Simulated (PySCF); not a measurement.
PySCF 2.14.0, PBE0/def2-svp: naphthalene (idealised geometry), 18 atoms. The geometry is a generated start, not checked to be a minimum at this level.

| Property | Value |
|---|---|
| task | energy |
| method | pbe0 |
| basis | def2-svp |
| two-electron scheme | exact four-centre integrals |
| mol.max_memory | 3000 MB |
| mf.init_guess | minao (default) |
| mf.DIIS | CDIIS (default) |
| mf.diis_space | 8 (default) |
| mf.conv_tol | 1e-09 (default) |
| mf.grids.level | 3 (default) |
| basis functions | 180 |
| grid points | 219648 |

Machine A. It runs on a single node (AMD EPYC (Zen 5), 96 cores on 1 socket, no SMT, 12 L3 cache groups; 94 cores' worth of CPU time may be used).

Machine B. Machine: one whole node, Arm Neoverse V2, 96 cores on 1 socket, no SMT, 1 L3 cache group; 94 cores' worth of CPU time may be used.

Each time is the median wall time of two to five repeats, run one at a time on the otherwise empty machine; start-up is included. Processes are pinned to neighbouring cores unless said otherwise. The times hold for this build (conda-forge: OpenMP (GNU), OpenBLAS with its own threads, libcint, Libxc). Scratch files lie in a memory file system. On B the build is PyPI wheel: OpenMP (GNU), a bundled serial OpenBLAS 0.3.3 under its C layer, NumPy's threaded OpenBLAS held to generic ARMv8 kernels, libcint, Libxc.

On machine A:

```csv
run,wall time on A
"32 threads, 1 BLAS thread",2.0 s
"32 threads, 1 BLAS thread, unpinned",2.2 s
"32 threads, 1 BLAS thread, OMP_WAIT_POLICY=passive",2.1 s
"32 threads, 1 BLAS thread, OMP_WAIT_POLICY=active",2.0 s
"32 threads, 1 BLAS thread, OMP_PROC_BIND=close OMP_PLACES=cores",2.0 s
```

Q: How long do the same runs take on the second machine?

A: 
| run | A | B | B over A |
|---|---|---|---|
| 32 threads, 1 BLAS thread | 2.0 s | 2.7 s | 1.3 |
| 32 threads, 1 BLAS thread, unpinned | 2.2 s | 2.7 s | 1.2 |
| 32 threads, 1 BLAS thread, OMP_WAIT_POLICY=passive | 2.1 s | 2.8 s | 1.3 |
| 32 threads, 1 BLAS thread, OMP_WAIT_POLICY=active | 2.0 s | 2.7 s | 1.3 |
| 32 threads, 1 BLAS thread, OMP_PROC_BIND=close OMP_PLACES=cores | 2.0 s | 2.7 s | 1.3 |

B takes 1.2 to 1.3 times the time of A. The shortest run is 32 threads, 1 BLAS thread, OMP_PROC_BIND=close OMP_PLACES=cores on A and 32 threads, 1 BLAS thread on B, though on at least one machine the two are level within 8 % or the scatter of repeats.
